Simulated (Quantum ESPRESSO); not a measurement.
Input and output of a self-consistent single point for TaTc (Pm-3m, 2 atoms in the cell) (Quantum ESPRESSO).

Method: LDA (PZ), GBRV 1.5 ultrasoft (LDA) pseudopotentials (plane waves; Quantum ESPRESSO 7.5).

```
CELL_PARAMETERS angstrom
      3.17495     0.00000     0.00000
      0.00000     3.17495     0.00000
      0.00000     0.00000     3.17495
ATOMIC_POSITIONS crystal
  Ta 0.00000 0.00000 0.00000
  Tc 0.50000 0.50000 0.50000
```

Reference input (self-consistent single point, DFT, LDA (PZ), plane waves, GBRV 1.5 ultrasoft (LDA) pseudopotentials): ecutwfc = 40 Ry; ecutrho = 320 Ry; occupations = smearing; smearing = gaussian; degauss = 0.0036749 Ry; potentials = {Ta: ta_lda_v1.uspp.F.UPF, Tc: tc_lda_v1.uspp.F.UPF}; K_POINTS = automatic 14 14 14 0 0 0; conv_thr = 1e-10 Ry; mixing_beta = 0.3. This run's input differs from it in these lines:

```diff
@@ -29,3 +29,3 @@
 K_POINTS automatic
-14 14 14  0 0 0
+16 16 16  0 0 0
 CELL_PARAMETERS bohr
```

Log, with long lists cut:

```
     Self-consistent Calculation

     iteration #  1     ecut=    40.00 Ry     beta= 0.30

     negative rho (up, down):  2.163E-01 0.000E+00

     total energy              =    -316.34070800 Ry
     estimated scf accuracy    <       0.74003212 Ry

     iteration #  2     ecut=    40.00 Ry     beta= 0.30

     negative rho (up, down):  2.160E-01 0.000E+00

     total energy              =    -316.37809785 Ry
     estimated scf accuracy    <       0.25011555 Ry

     iteration #  3     ecut=    40.00 Ry     beta= 0.30

     negative rho (up, down):  2.175E-01 0.000E+00

     total energy              =    -316.37535156 Ry
     estimated scf accuracy    <       0.05374205 Ry

   [... 7 blocks of this kind left out ...]

     iteration # 11     ecut=    40.00 Ry     beta= 0.30

     negative rho (up, down):  2.188E-01 0.000E+00

     total energy              =    -316.38698248 Ry
     estimated scf accuracy    <          5.7E-10 Ry

     iteration # 12     ecut=    40.00 Ry     beta= 0.30

     negative rho (up, down):  2.188E-01 0.000E+00
     End of self-consistent calculation

     Number of k-points >= 100: set verbosity='high' to print the bands.

     the Fermi energy is    20.8703 ev

!    total energy              =    -316.38698248 Ry
     estimated scf accuracy    <          6.7E-11 Ry
     smearing contrib. (-TS)   =      -0.00004512 Ry
     internal energy E=F+TS    =    -316.38693737 Ry

     convergence has been achieved in  12 iterations

     negative rho (up, down):  2.188E-01 0.000E+00

     Forces acting on atoms (cartesian axes, Ry/au):

     atom    1 type  1   force =     0.00000000    0.00000000    0.00000000
     atom    2 type  2   force =     0.00000000    0.00000000    0.00000000

     Total force =     0.000000     Total SCF correction =     0.000000

     negative rho (up, down):  2.188E-01 0.000E+00
          total   stress  (Ry/bohr**3)                   (kbar)     P=     -122.05
  -0.00082970   0.00000000   0.00000000         -122.05        0.00        0.00
   0.00000000  -0.00082970   0.00000000            0.00     -122.05        0.00
   0.00000000   0.00000000  -0.00082970            0.00        0.00     -122.05

   JOB DONE.
```

The run converged in 12 iterations. Against the reference run the free energy hardly moves (within 1 meV/atom) and the pressure goes from -12.00 to -12.21 GPa.

The starting cell comes from a database of computed structures (which also holds hypothetical and non-ambient phases and stackings), without a prior relaxation at this level. Spin polarisation is off. With a pressure of about -12 GPa the cell is away from its equilibrium volume at this level.

Cost on one core of a shared machine: roughly 50 s.
